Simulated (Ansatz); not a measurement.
The starting structures come from a database of crystals and need not be the phases stable at ambient conditions.

 Where the default PAW files enter, the runs use the earlier of Ansatz's two default sets.

Inside the gap of an insulator the Bloch states are evanescent, with a wavenumber k + iκ along the transport direction.

Given:

```
MgS
1.0
    4.00664     0.00000     0.00000
   -2.00332     3.46985     0.00000
    2.00332    -1.15662     3.27141
Mg S
1 1
Direct
  0.00000   0.00000   0.00000
  0.75000   0.25000   0.75000
```

Space group of this cell: F-43m, zinc blende. The cell is taken as given; by LDA its mean pressure is -2.2 GPa.

Transport runs along the normal of the first two printed cell vectors, the (111) plane of the conventional cell.

The gap is the functional's own, uncorrected, and κ follows it; spin-orbit coupling is left out. Mid-gap values are interpolated between the computed energies.

Q: Estimate the band gap and the smallest decay constant κ at mid-gap that Ansatz (an electronic-structure program) with LDA returns for this system.

A: Gap 3.17 eV on a 10×10×10 mesh; κ = 0.219 1/Å, at the zone centre.
